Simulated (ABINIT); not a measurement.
Worked example: self-consistent single point of Li₂MgZrO₄ (P1, 8 atoms in the cell) in ABINIT.

Level of theory: LDA (PW92), norm-conserving pseudopotentials (PseudoDojo nc-sr-04 LDA standard) (plane waves; ABINIT).

The change in words: lattice scaled by 0.98. Reference geometry:
```xyz
8
Lattice="-2.1312 2.1312 4.5214 2.1312 -2.1312 4.5214 2.1312 2.1312 -4.5214" Properties=species:S:1:pos:R:3 pbc="T T T"
Li    -0.0195     0.0391     4.5295
Li    -0.0103     2.0975     2.2237
Mg     2.1033     0.0237     2.2451
Zr     0.0103     0.0191    -0.0419
O      0.0203    -0.0216     6.9559
O     -0.0221    -0.0193     2.0695
O      2.1502    -0.0229     0.1754
O      2.1615     0.0156     4.4499
```

Reference input (self-consistent single point, DFT, LDA (PW92), plane waves, norm-conserving pseudopotentials (PseudoDojo nc-sr-04 LDA standard)): pseudos = [Li.upf, Mg.upf, Zr.upf, O.upf]; ecut = 42 Ha; occopt = 3; tsmear = 0.05 eV; ngkpt = 4 4 5; nshiftk = 1; shiftk = 0 0 0; potentials = PseudoDojo nc-sr-04 LDA standard; nband = 34; kptopt = 1; nstep = 60; toldfe = 1e-09 Ha. This run's input differs from it in these lines:

```diff
@@ -5,5 +5,5 @@
 rprim
-        -4.0273559709    4.0273559709    8.5442738403
-         4.0273559709   -4.0273559709    8.5442738403
-         4.0273559709    4.0273559709   -8.5442738403
+        -3.9468082846    3.9468082846    8.3733877966
+         3.9468082846   -3.9468082846    8.3733877966
+         3.9468082846    3.9468082846   -8.3733877966
 natom 8
@@ -13,10 +13,10 @@
 xcart
-        -0.0194577191    0.0390901953    4.5295283687
-        -0.0103490344    2.0974526038    2.2236688616
-         2.1033474615    0.0237030396    2.2450552492
-         0.0102872300    0.0191231230    9.0010150762
-         2.1514504382    2.1095982271    2.4344988542
-         2.1090355943    2.1119297435   -2.4519244647
-         2.1501568089   -0.0229145011    0.1754407209
-         2.1614520894    0.0155747000    4.4498968554
+        -0.0190685619    0.0383083859    4.4389375007
+        -0.0101420522    2.0555032565    2.1791953368
+         2.0612802162    0.0232289754    2.2001539952
+         0.0100814839    0.0187406579    8.8209941775
+         2.1084211265    2.0674059656    2.3858087156
+         2.0668545855    2.0696908514   -2.4028858127
+         2.1071533700   -0.0224562079    0.1719318948
+         2.1182227433    0.0152632038    4.3608986231
       Angstrom
```

The program printed (abridged):

```
--- !BeginCycle
solver: {iscf: 7, nstep: 60, nline: 4, wfoptalg: 0, }
tolerances: {toldfe: 1.00E-09, }
...

     iter   Etot(hartree)      deltaE(h)  residm     vres2
 ETOT  1  -190.15873215430    -1.902E+02 1.336E-01 3.188E+03
 ETOT  2  -189.69841770311     4.603E-01 3.361E-02 6.613E+03
 ETOT  3  -190.72482799763    -1.026E+00 1.225E-02 1.148E+02
 ETOT  4  -190.73628795423    -1.146E-02 8.055E-03 2.158E+01
 ETOT  5  -190.73707706579    -7.891E-04 5.719E-03 8.367E+00
   [... 4 lines left out ...]
 ETOT 10  -190.73792851778    -1.690E-07 1.368E-03 3.575E-05
 ETOT 11  -190.73792852201    -4.236E-09 9.244E-04 1.025E-06
 ETOT 12  -190.73792852200     1.097E-11 7.976E-04 9.557E-07
 ETOT 13  -190.73792852210    -1.008E-10 4.800E-04 2.276E-08
 At SCF step   13, etot is converged :
  for the second time, diff in etot=  1.008E-10 < toldfe=  1.000E-09

 Cartesian components of stress tensor (hartree/bohr^3)
  sigma(1 1)=  1.15280454E-04  sigma(3 2)= -1.07982166E-05
  sigma(2 2)=  4.12705581E-05  sigma(3 1)= -1.68327687E-05
  sigma(3 3)= -4.60605987E-05  sigma(2 1)=  7.44125453E-07

 ----iterations are completed or convergence reached----

 reduced coordinates (array xred) for    8 atoms
       0.510066002232      0.496330002171      0.004606000036
       0.737989003220      0.243475001063      0.489658002143
       0.253829001097      0.741737003232      0.499030002164
       0.999858004383      0.997785004352      0.006900000030
       0.764153003327      0.773972003366      0.999690004344
       0.224338000990      0.223659000973      0.990286004324
   [... lines left out ...]
 Fermi (or HOMO) energy (hartree) =   0.23442   Average Vxc (hartree)=  -0.42494
   [... lines left out ...]
total_energy        : -1.90737928522101E+02
total_energy_eV     : -5.19024298967614E+03
band_energy         : -2.71543449681173E+01
...

-Cartesian components of stress tensor (GPa)         [Pressure= -1.0836E+00 GPa]
- sigma(1 1)=  3.39166748E+00  sigma(3 2)= -3.17694448E-01
- sigma(2 2)=  1.21422154E+00  sigma(3 1)= -4.95237071E-01
- sigma(3 3)= -1.35514937E+00  sigma(2 1)=  2.18929230E-02

 Calculation completed.
```

The run converged in 13 iterations. Against the reference run the free energy goes down by 22.7 meV/atom, the pressure goes from -10.53 to -1.08 GPa, the largest force goes from 0.903 to 0.985 eV/Å and the gap on the mesh goes from 3.048 to 3.216 eV.

The starting cell comes from a database of computed structures (which also holds hypothetical and non-ambient phases and stackings), without a prior relaxation at this level. Its atoms were displaced at random from the sites of space group no. 119. For this run, on top of that: lattice scaled by 0.98.

Cost on one core of a shared machine: roughly 6 min.
